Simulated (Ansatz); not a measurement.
# BAs, alloy series

Start from BAs in the zinc blende structure (space group F-43m, No. 216; a = 4.784 Å).

The other end (x = 1) is BN in the zinc blende structure (space group F-43m, No. 216): 5.88 Å³/atom, gap 5.00 eV.

N replaces a fraction x of As; each row is one arrangement (x, atoms in the cell, starting space group or random), fully relaxed.

Computed with Ansatz (a program for electronic structure), r2SCAN, PAW, cutoff 500 eV, without spin-orbit coupling.

```
N fraction x            volume per atom (Å³/atom)
----------------------  -------------------------
0                                          13.685
0.25 (Cm, 8 atoms)                         11.602
0.333 (Imm2, 6 atoms)                      10.817
0.5 (Cm, 8 atoms)                               ?
0.667 (I-4m2, 6 atoms)                      8.167
1                                           5.879
```

**Question.** Fit V(x) = (1 − x) V(0) + x V(1) − b x(1 − x) with the ends held (b = 0 is Vegard's rule) to the rows shown and predict the withheld row.

**Answer.** Least squares on the printed values gives b = 1.15 Å³/atom, against 9.782 Å³/atom from the straight line alone (largest residual 0.084 Å³/atom); this predicts 9.495 Å³/atom, and the run gives 9.442 Å³/atom, 0.053 lower.

Each cell is one ordered arrangement of few atoms, which overstates ordering effects compared with a random alloy. No phonon test of stability was made.
